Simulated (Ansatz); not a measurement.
Reference: Ca$_{3}$TlN (Pm-3m), PBEsol, DFPT electron-phonon coupling, linearised Boltzmann equation (plane waves, PAW, scalar-relativistic; Ansatz, a quantum-chemistry and plane-wave program); geometry: relaxed with this functional, without spin-orbit coupling.

```cif
data_Ca3NTl
_chemical_formula_sum 'Ca3 Tl1 N1'
_space_group_name_H-M_alt 'P 1'
_space_group_IT_number 1
_cell_length_a 4.87653
_cell_length_b 4.87653
_cell_length_c 4.87653
_cell_angle_alpha 90.000
_cell_angle_beta 90.000
_cell_angle_gamma 90.000
loop_
_space_group_symop_operation_xyz
  'x, y, z'
loop_
_atom_site_label
_atom_site_type_symbol
_atom_site_fract_x
_atom_site_fract_y
_atom_site_fract_z
_atom_site_occupancy
Ca1 Ca 0.50000 0.50000 0.00000 1
Ca2 Ca 0.00000 0.50000 0.50000 1
Ca3 Ca 0.50000 0.00000 0.50000 1
Tl1 Tl 0.00000 0.00000 0.00000 1
N1 N 0.50000 0.50000 0.50000 1
```

| Quantity | Value |
|---|---|
| resistivity at 300 K | 39 μΩ·cm |
| mean free path at 300 K | 5.0 nm |

Question: Replace Tl by Ge on the same sites and relax. What happens?

Answer: Ca₃GeN (Pm-3m): volume per atom 23.2 to 21.5 Å³; resistivity at 300 K rises (39 μΩ·cm to 68 μΩ·cm); mean free path at 300 K falls (5.0 nm to 3.6 nm).

Moves up to 13 % count as about the same. Metals; harmonic phonons alone scatter; means over directions. The mean free path is weighted by the current that each state carries. Halving the electron mesh moves these values by up to 9 %; q meshes are mostly untested. Some of the runs warned that the eigensolver left states short of its tolerance. Spin-orbit coupling is left out.

Formula and space group known from diffraction (Crystallography Open Database), not checked to be the room-temperature form: Ca3GeN (Pm-3m). Computed structure with no diffraction record at hand here (it may be known, metastable or hypothetical): Ca3TlN (Pm-3m). The missing spin-orbit coupling matters most for Ca3TlN (Pm-3m).
